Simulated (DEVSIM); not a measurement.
Structure: Co/SiO2/p-Si capacitor, at 300 K.

| layer (left to right) | material | thickness (nm) | Na (cm⁻³) |
|---|---|---|---|
| 1 | SiO2 | 14.0 | - |
| 2 | Si | 17000 | 1.2e15 |

Metal gate on the left, work function 5 eV. Fixed charge at the semiconductor interface 0 cm⁻² (in units of +e); no interface traps.

Constants are typed, rounded textbook-type inputs, not results; the design itself was drawn at random and stands for no fabricated device. Values at 300 K.

```
parameter      SiO2       Si
-------------  ----  -------
gap (eV)          9    1.124
affinity (eV)   0.9     4.05
permittivity    3.9     11.7
Nc (cm⁻³)         -  2.86e19
Nv (cm⁻³)         -   3.1e19
```

Simulated with DEVSIM: 1D Poisson equation in equilibrium, Boltzmann statistics, complete ionisation; no quantum confinement or tunnelling. Metal contacts follow the ideal Schottky-Mott rule: no Fermi-level pinning, no interface dipoles.

Task: Give the band bending (positive: bands bend down) and minority sheet density.

Result: 
| Vg (V) | ψs (V) | minority carriers (cm⁻²) |
|---|---|---|
| -1.9 | -0.253 | < 1e8 |
| -1.6 | -0.243 | < 1e8 |
| -1.3 | -0.232 | < 1e8 |
| -1 | -0.217 | < 1e8 |
| -0.7 | -0.197 | < 1e8 |
| -0.4 | -0.166 | < 1e8 |
| -0.1 | -0.101 | < 1e8 |
| 0.2 | 0.091 | < 1e8 |
| 0.5 | 0.364 | < 1e8 |
| 0.8 | 0.642 | 9.7e9 |
| 1.1 | 0.753 | 2.9e11 |
| 1.4 | 0.791 | 7.0e11 |
| 1.7 | 0.813 | 1.1e12 |
| 2 | 0.829 | 1.6e12 |
| 2.3 | 0.841 | 2.0e12 |
| 2.6 | 0.851 | 2.5e12 |
| 2.9 | 0.859 | 2.9e12 |
